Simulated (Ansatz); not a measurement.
An Ansatz (a program for electronic structure) input (Kohn–Sham DFT with the PBEsol functional, run in Ansatz with PAW and 420 eV plane waves, without spin-orbit coupling):

Ansatz 0.2 input:
```yaml
crystal:
  lattice:
    - [-4.8038900646, 1.6012966882, 3.9078550973]
    - [4.8038900646, -1.6012966882, 3.9078550973]
    - [1.6012966882, 4.8038900646, -3.9078550973]
  atoms:
    - { symbol: W, position: [0.7992349108, 0.3961630865, 0.2000027479] }
    - { symbol: W, position: [0.3983504941, 0.2017663952, 0.6011833401] }
    - { symbol: W, position: [0.5985578018, 0.8006587285, 0.3982611022] }
    - { symbol: W, position: [0.2064514849, 0.6019804992, 0.7973770617] }
    - { symbol: Si, position: [0.3377739431, 0.3317278981, 0.0033156182] }
    - { symbol: Si, position: [0.1272508637, 0.7301207693, 0.1953421405] }
    - { symbol: Si, position: [0.7364369182, 0.5368309906, 0.5951726385] }
    - { symbol: Si, position: [0.9405674438, 0.1404228176, 0.4016733194] }
    - { symbol: Si, position: [0.5328941345, 0.9373518134, 0.7997605955] }
    - { symbol: Si, position: [0.6645247572, 0.6640381467, 0.002714253] }
    - { symbol: Si, position: [0.4639495513, 0.0657422407, 0.1934832219] }
    - { symbol: Si, position: [0.0644964545, 0.8673291439, 0.5979507162] }
    - { symbol: Si, position: [0.2654174146, 0.4631933411, 0.3983276593] }
    - { symbol: Si, position: [0.8648240117, 0.2631149976, 0.803230688] }
basis: { ecutwfc: 420, ecutrho_ratio: 4, xc_grid: 2, fft_grid_basis: typed }
kpoints: { mp_grid: { grid: [7, 7, 7] } }
hamiltonian:
  xc: pbesol
  dispersion: none
  pseudopotentials: { kind: paw }
scf: { occupations: { method: fermi_dirac, width: 0.05 }, convergence: { dr2_threshold: 0.0000000014 } }
relax: { f_tol: 0.02, max_steps: 45 }
output: { forces: true, stress: true }
checkpoint: { write: state.ck, write_every: 1000 }
```

Q: Which symmetry and how many k-points will the program report, and about how many plane waves at Γ?

A: Space group P1 (ITA 1) with 1 operations, k-points 172 of 343, and 3897 plane waves at Γ.

Q: And the final pressure?

A: -3.28 GPa (compression positive).

In so small a cell the defect repeats every few ångströms: this is an ordered compound, not a dilute defect. All final runs are without spin polarisation. The cell was made from WSi2 (space group I4/mmm, No. 139) by this change: W vacancy. The defect cell is not spin-polarised.
